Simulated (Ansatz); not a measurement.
## A computed series for hypothetical P6_422 BAs: carrier doping

Take BAs (space group P6_422, No. 181; a = 3.429 Å, c = 7.403 Å; a hypothetical phase, not in the database extracts checked) as the base.

Carriers are added at fixed cell with a uniform background; the Fermi–Dirac width is that of 300 K.

Computed with DFT with PBEsol, PAW potentials and a 420 eV plane-wave cutoff in Ansatz (a program for electronic structure), no spin-orbit coupling.

Notes on the quantities. Fermi level from band edge: Fermi level relative to the doped band's edge (positive inside the band; to 0.05 eV).

```
variant                   gap between the host's bands  Fermi level from band edge
------------------------  ----------------------------  --------------------------
undoped                                        0.31 eV                           –
electrons 2.0×10^21 cm⁻³                       0.30 eV                    +0.50 eV
electrons 3.0×10^21 cm⁻³                       0.29 eV                    +0.60 eV
electrons 5.0×10^21 cm⁻³                       0.28 eV                    +0.70 eV
electrons 2.0×10^22 cm⁻³                       0.20 eV                    +1.20 eV
holes 2.0×10^21 cm⁻³                           0.33 eV                    +1.05 eV
holes 3.0×10^21 cm⁻³                           0.34 eV                    +1.20 eV
holes 5.0×10^21 cm⁻³                           0.36 eV                    +1.40 eV
holes 2.0×10^22 cm⁻³                           0.51 eV                    +1.90 eV
```

Carriers are added with a uniform compensating background; total energy and stress of such cells depend on the potential's zero and are not compared; many-body gap narrowing is missing at this level. Stability against distortions was not tested. The base started in P3_121 and relaxed to P6_422 at this level.
